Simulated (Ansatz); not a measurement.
**A computed series for InAs: alloy series**

Start from InAs in the zinc blende structure (space group F-43m, No. 216).

```
InAs
1.0
    0.00000     3.09316     3.09316
    3.09316     0.00000     3.09316
    3.09316     3.09316     0.00000
As In
1 1
Direct
  0.75000   0.75000   0.75000
  0.00000   0.00000   0.00000
```

The other end (x = 1) is AlAs in the zinc blende structure (space group F-43m, No. 216): 23.50 Å³/atom, gap 1.50 eV.

Al replaces a fraction x of In; each row is one arrangement (x, atoms in the cell, starting space group or random), fully relaxed.

Calculations: Ansatz (a first-principles code), PBE, PAW, cutoff 420 eV, no spin-orbit coupling.

```tsv
Al fraction x	volume per atom (Å³/atom)
0	29.594
0.25 (R3m, 8 atoms)	27.972
0.25 (Amm2, 8 atoms)	27.941
0.333 (P3m1, 6 atoms)	27.440
0.5 (P-4m2, 4 atoms)	26.309
0.667 (Imm2, 6 atoms)	?
0.75 (Cm, 8 atoms)	24.854
0.75 (Pmm2, 8 atoms)	24.841
0.75 (Amm2, 8 atoms)	24.880
1	23.497
```

Task: Fit V(x) = (1 − x) V(0) + x V(1) − b x(1 − x) with the ends held (b = 0 is Vegard's rule) to the rows shown and predict the withheld row.

Result: Least squares on the printed values gives b = 0.77 Å³/atom, against 25.527 Å³/atom from the straight line alone (largest residual 0.047 Å³/atom); this predicts 25.357 Å³/atom, and the run gives 25.301 Å³/atom, 0.056 lower.

Each cell is one ordered arrangement of few atoms, which overstates ordering effects compared with a random alloy. Stability against distortions was not tested. All final runs are without spin polarisation.
